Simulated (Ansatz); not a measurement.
**zinc-blende BAs (1 1 1) on silicon (1 1 1) (film strained to the substrate, faces as cut)**

A periodic stack without vacuum, zinc-blende BAs (1 1 1) on silicon (1 1 1) (film strained to the substrate, faces as cut): substrate slab Si30, film As16B16, surface cells [[1, -2], [1, 1]] and [[2, 0], [-2, 2]], film strained by -1.5 and -1.5 %, faces Si/Si and As/B as cut (like faces can put a slab off its formula).

The start was prepared with a machine-learned potential, and the result is one local minimum, with the in-plane cell held and forces under 0.04 eV/Å; the film can end far from its bulk form.

Calculation: PBE (plane waves to 420 eV, PAW; Ansatz, an electronic-structure program). Spin–orbit coupling is left out; the runs are not spin-polarised; PBE gaps are too small against experiment. Its k-point mesh 4×4×1, Fermi–Dirac width 0.05 eV.

- interface area = 38.9 Å²
- period = 27.70 Å
- gaps between the outermost planes at the two interfaces = 2.04 and 1.57 Å
- B–Si contacts across the interfaces within 1.22 times the sum of covalent radii = 4, mean 2.09 Å
- As–Si contacts across the interfaces within 1.22 times the sum of covalent radii = 2, mean 2.54 Å
- two interfaces = unlike, so that offsets are their mean

```xyz
62
Lattice="6.6964 -0.0018 0.1996 -3.3493 5.8020 -0.0081 2.2300 -1.9738 27.7473" Properties=species:S:1:pos:R:3 pbc="T T T"
Si    -2.8121     5.3870     1.4894
Si     3.9046     1.4382     2.0705
Si     0.5905     3.3833     1.2397
Si    -1.8777     3.3263     0.8036
Si     1.6510     5.5803     0.8174
Si     1.9171     1.3945     0.8305
Si    -0.5928     1.4163     4.7173
Si     2.6367     3.3663     4.8235
Si    -0.6730     5.2013     4.7553
Si    -2.8709     5.2749     3.8674
Si     3.8306     1.4033     4.3334
Si     0.4734     3.3416     3.7747
Si    -1.8857     3.2603     7.8586
Si     4.8122    -0.5669     7.9848
Si     1.5098     1.3426     7.9346
Si    -0.6879     1.3697     7.0835
Si     2.5887     3.3170     7.1976
Si     2.6056    -0.6140     7.1336
Si     0.2536    -0.6376    10.9441
Si     3.6177     1.2914    11.2308
Si     0.2746     3.2320    11.0697
Si    -1.9496     3.2209    10.2308
Si     4.7314    -0.6065    10.3480
Si     1.4357     1.3085    10.3033
Si    -0.8995     1.2582    14.0504
Si     2.3896     3.2408    14.5473
Si     2.3296    -0.7289    14.0886
Si     0.1236    -0.7343    13.2821
Si     3.4922     1.3142    13.6353
Si     0.2793     3.2099    13.4504
As     2.9671     1.1479    16.6993
As     1.1250     4.7601    16.5867
As     6.1273     0.7460    16.6586
As     4.7566     5.0617    16.6989
As     6.1824    -0.5630    19.4890
As     4.5343     2.3937    19.3986
As     2.8811    -0.5353    19.4309
As     1.1496     2.3669    19.2649
As    -0.5563     3.2997    22.1769
As     1.0839     0.3918    22.0162
As     2.7436     3.2532    22.1922
As     4.4162     0.4196    22.2238
As     2.5391     1.2347    25.0415
As     4.4976    -1.4820    25.0840
As     6.0555     1.3109    24.9961
As     7.6779    -1.5874    24.9883
B      1.1960     4.3283    18.6493
B      2.8713     1.3957    18.7372
B      4.5796     4.3717    18.7969
B      6.1867     1.3598    18.7342
B      4.4812     2.3600    21.5312
B      6.1065    -0.5817    21.5651
B      1.0843     2.3381    21.3712
B      2.7937    -0.5784    21.4730
B      0.9921     0.3347    24.0154
B     -0.5736     3.3145    24.3495
B      4.3372     0.4070    24.3111
B      2.6805     3.2056    24.2928
B      5.3593    -0.7526    26.9711
B      1.4275     0.5394    26.8374
B      7.2427    -0.9887    26.9015
B      6.4352     0.5984    26.8813
```
